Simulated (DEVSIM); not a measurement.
# abrupt Si p-n junction

System: abrupt Si p-n junction, at 300 K.

| layer (left to right) | material | thickness (μm) | Nd (cm⁻³) | Na (cm⁻³) | τn (s) | τp (s) |
|---|---|---|---|---|---|---|
| 1 | Si | 43.0 | - | 2.7e16 | 5.2e-7 | 5.2e-7 |
| 2 | Si | 2.40 | 6.4e16 | - | 5.2e-7 | 5.2e-7 |

Left contact: ohmic. Right contact: ohmic. Voltage is applied to the left contact. Recombination: SRH at mid-gap. Mobility is constant in doping.

The device is made up for the run: typed textbook-type constants, with dimensions and the other settings drawn at random. Values at 300 K.

```
parameter           Si
-------------  -------
gap (eV)         1.124
affinity (eV)     4.05
permittivity      11.7
Nc (cm⁻³)      2.86e19
Nv (cm⁻³)       3.1e19
μn (cm²/Vs)       1417
μp (cm²/Vs)        470
```

Model (solved in DEVSIM): 1D drift-diffusion, Boltzmann statistics, complete ionisation; no tunnelling, impact ionisation, image-force lowering or self-heating.

```
Quantity                                           Result
---------------------------------------------  ----------
Potential step across the device at zero bias     0.784 V
Largest field in the device at zero bias       66000 V/cm
Dark forward voltage at 1 A/cm²                   0.635 V
Dark forward voltage at 100 A/cm²                 0.838 V
```

Small-signal capacitance in reverse bias (quasi-static):

| V (V) | C (nF/cm²) |
|---|---|
| -0.4 | 37.3 |
| -1 | 30.2 |
| -2 | 24.0 |
| -3 | 20.5 |
| -4 | 18.2 |
| -6 | 15.3 |
| -8 | 13.4 |
| -10 | 12.1 |

Dark forward current:

```csv
V (V),J (A/cm²)
0.05,4.9e-9
0.10,1.8e-8
0.20,1.9e-7
0.25,7.5e-7
0.30,3.6e-6
0.40,0.00013
0.45,0.00085
0.55,0.039
0.60,0.27
0.65,1.7
0.75,27
0.80,62
0.85,120
0.95,290
1.00,420
1.10,740
1.15,940
1.20,1200
1.30,1700
1.35,2000
```
